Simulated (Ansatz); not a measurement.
## Bulk modulus B0 of NiAs-type NiSb at several levels of theory

No measured value is used here.

```tsv
level (code)	value (GPa)	cell (Å³/atom)
LDA (Ansatz)	140	16.38
BLYP (Ansatz)	88.0	18.93
PBE (Ansatz)	112	17.65
PBEsol+SOC (Ansatz)	129	16.84
RPBE (Ansatz)	102	18.11
PBE-D3(BJ) (Ansatz)	123	16.97
PBEsol-D3(BJ) (Ansatz)	141	16.25
rVV10 (Ansatz)	103	18.18
r²SCAN (Ansatz)	124	17.13
r²SCAN+SOC (Ansatz)	124	17.13
r²SCAN-D4 (Ansatz)	127	16.94
r²SCAN+rVV10 (Ansatz)	130	16.93
```

The crystal itself was run without spin with LDA, BLYP, PBE, RPBE, PBE-D3(BJ), PBEsol-D3(BJ), rVV10, r²SCAN, r²SCAN-D4, r²SCAN+rVV10; a magnetic state was not tried in these runs. Each level is taken at its own relaxed cell. Cutoffs differ between the levels. Ansatz's density-functional and Hartree–Fock values are scalar-relativistic unless marked +SOC, with PAW data made under PBE.

Ansatz is an electronic-structure program.
